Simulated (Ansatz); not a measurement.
Here is the system:

```
MoTe2
1.0
    3.42314     0.00000     0.00000
   -1.71157     2.96453     0.00000
    0.00000     0.00000    13.18630
Te Mo
4 2
Direct
  0.66667   0.33333   0.38852
  0.33333   0.66667   0.88852
  0.33333   0.66667   0.61148
  0.66667   0.33333   0.11148
  0.66667   0.33333   0.75000
  0.33333   0.66667   0.25000
```

No spin polarisation.

All numbers come from PBE-D3(BJ) (Ansatz, a first-principles code; PAW; 420 eV plane waves; without spin-orbit coupling). Γ-centred 11×11×3 mesh, Fermi–Dirac width 0.05 eV.

**Question.** What is the computed width of the top valence band?

**Answer.** 1.31 eV.

**Question.** What gap character does the calculation give?

**Answer.** Indirect, K–Γ (87 % along) → K–Γ (44 % along).

**Question.** Predict the smallest direct gap.

**Answer.** 0.67 eV.

**Question.** Predict the band gap.

**Answer.** 0.19 eV.

With Te present, leaving out spin-orbit coupling can change the band edges. Load acts through the strain it causes; cell and atoms are relaxed under it. Whether these cells are dynamically stable was not tested. Competing high-pressure phases were not computed. The cell was made from MoTe2 (space group P6_3/mmc, No. 194; layered, stacked along the Cartesian z axis) by this change: pressure 5 GPa. A zero or small gap of MoTe2 under pressure 5 GPa can be the functional's error rather than a property of the material.
